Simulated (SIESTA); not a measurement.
Worked example: self-consistent single point of LuP (Cm, 2 atoms in the cell) in SIESTA.

Method: GGA PBEsol, numerical atomic orbitals DZP, PseudoDojo PBEsol standard norm-conserving potentials (rewritten from UPF to PSML) run with SIESTA 5.4.2.

The change in words: lattice scaled by 0.98. Reference geometry:
```
CELL_PARAMETERS angstrom
      0.00000     2.76186     2.76186
      2.76186     0.00000     2.76186
      2.76186     2.76186     0.00000
ATOMIC_POSITIONS crystal
  Lu 0.00402 0.99607 0.99382
  P  0.49598 0.50393 0.50618
```

Reference input (self-consistent single point, DFT, GGA PBEsol, numerical atomic orbitals DZP, PseudoDojo PBEsol standard norm-conserving potentials (rewritten from UPF to PSML)): XC.functional = GGA; XC.authors = PBEsol; potentials = PseudoDojo PBEsol standard; PAO.BasisSize = DZP; PAO.EnergyShift = 0.01 Ry; MeshCutoff = 300 Ry; kgrid.MonkhorstPack = 7 7 7; OccupationFunction = MP; OccupationMPOrder = 0; ElectronicTemperature = 1578.21 K; MaxSCFIterations = 150; SCF.Mixer.Method = Broyden. This run's input differs from it in these lines:

```diff
@@ -10,7 +10,7 @@
 %endblock ChemicalSpeciesLabel
-LatticeConstant              3.905853 Ang
+LatticeConstant              3.827736 Ang
 %block LatticeVectors
-     0.000000000    0.707106745    0.707106745
-     0.707106745    0.000000000    0.707106745
-     0.707106745    0.707106745    0.000000000
+     0.000000000    0.707106760    0.707106760
+     0.707106760    0.000000000    0.707106760
+     0.707106760    0.707106760    0.000000000
 %endblock LatticeVectors
@@ -18,4 +18,4 @@
 %block AtomicCoordinatesAndAtomicSpecies
-    -0.052765602   -0.011268144    0.000474943  1
-     5.271915148    5.230417690    5.218674603  2
+    -0.051710292   -0.011042781    0.000465444  1
+     5.166477036    5.125809525    5.114301300  2
 %endblock AtomicCoordinatesAndAtomicSpecies
```

Output, abridged:

```
        iscf     Eharris(eV)        E_KS(eV)     FreeEng(eV)     dDmax    Ef(eV) dHmax(eV)
   scf:    1    -6878.357908    -6891.034893    -6891.045286  1.676491 -3.872587 13.566973
   scf:    2    -6898.097470    -6895.483987    -6895.486985  0.385896 -4.818300  3.552717
   scf:    3    -6895.863833    -6895.708448    -6895.712152  0.075478 -4.825725  1.301115
   scf:    4    -6895.737684    -6895.724078    -6895.727883  0.013904 -4.828877  0.880134
   scf:    5    -6895.737598    -6895.731249    -6895.735042  0.012615 -4.839035  0.557825
   [... 3 lines left out ...]
   scf:    9    -6895.736059    -6895.736013    -6895.739804  0.000972 -4.855157  0.038355
   scf:   10    -6895.736053    -6895.736039    -6895.739827  0.001264 -4.853975  0.001128
   scf:   11    -6895.736040    -6895.736039    -6895.739827  0.000106 -4.853808  0.000635
   scf:   12    -6895.736040    -6895.736040    -6895.739827  0.000049 -4.853729  0.000459
SCF Convergence by DM+H criterion
max |DM_out - DM_in|         :     0.0000489330
max |H_out - H_in|      (eV) :     0.0004585575
SCF cycle converged after 12 iterations

Using DM_out to compute the final energy and forces

siesta: E_KS(eV) =            -6895.7360

siesta: E_KS - E_eggbox =     -6895.7360

siesta: Atomic forces (eV/Ang):
     1    0.368803    0.077945   -0.003456
     2   -0.371671   -0.083496    0.002862
   Tot   -0.002868   -0.005551   -0.000593
   Max    0.371671
   Res    0.218793    sqrt( Sum f_i^2 / 3N )
   Max    0.371671    constrained

Stress tensor Voigt[x,y,z,yz,xz,xy] (kbar):       -6.27        2.59        2.70       -0.87       -0.84       -1.37
(Free)E + p*V (eV/cell)    -6895.7318
Target enthalpy (eV/cell)    -6895.7398

siesta: Program's energy decomposition (eV):
siesta: FreeEng =     -6895.739827

   [... lines left out ...]
siesta: Cell volume =         39.656181 Ang**3
siesta:           0.32307376         16.93123078  kBar
   [... lines left out ...]
               3s      3s      3py     3pz     3px     3py     3pz     3px
               3Pdxy   3Pdyz   3Pdz2   3Pdxz   3Pdx2-y2
   2  5.155   1.441   0.116   0.876   0.876   0.875   0.260   0.260   0.261
              0.040   0.040   0.036   0.040   0.036

mulliken: Qtot =       30.000

Mulliken Atomic Populations:
Atom #   charge [q] valence [e]  Species
     1     0.155179   24.844821  Lu
     2    -0.155179    5.155179  P
 Total    -0.000000
```

The run converged in 12 iterations. Against the reference run the free energy drops by 19.9 meV/atom, the pressure goes from -4.96 to 0.03 GPa and the largest force goes from 0.300 to 0.381 eV/Å.

The starting cell comes from a database of computed structures (which also holds hypothetical and non-ambient phases and stackings), without a prior relaxation at this level. Its atoms were displaced at random from the sites of space group no. 225. For this run, on top of that: lattice scaled by 0.98. Values carry the incompleteness of an atom-centred basis. The run gives no clean gap (levels at the Fermi energy touch, overlap or are partly filled at this smearing), which alone does not show that the compound is a metal.
